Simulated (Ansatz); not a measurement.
# HfGe2 (model structure, started from the MoSi2 type, I4/mmm, No. 139, 3 atoms in the cell)

Calculation: PBEsol (plane waves, PAW; Ansatz, an electronic-structure program).

Settings: plane-wave cutoff 500 eV, 16×16×16 k mesh, Fermi–Dirac smearing 0.05 eV, scalar-relativistic PAW data made under PBE.

Cell (relaxed at this level):

HfGe$_{2}$ has the tetragonal space group I4/mmm (No. 139), Pearson symbol tI6. Conventional cell: a = b = 3.4090 Å, c = 9.0008 Å, α = β = γ = 90.00°. Hf on 2a sees 10 Ge at 2.862–2.958 Å. Ge on 4e is coordinated by 5 Hf at 2.862–2.958 Å. (Neighbours: up to the widest gap in distance over summed covalent radii, below 1.35, at either atom; cation-cation and far metal-metal contacts left out.)
(The calculation used a cell of 3 atoms; values per cell refer to that cell.)

* **band gap**: zero (no gap)

Note: the relaxation could raise the start's symmetry but not lower it, so the cell can be a saddle point.

Spin–orbit coupling is not included.

The computed numbers hold no vibrational or temperature effects.

Cost on a shared machine: very roughly 4 core-minutes.

A model structure was made by putting elements into a prototype or built by hand; it is no filed structure, need not be a known phase, and can be a saddle point held by its symmetry.
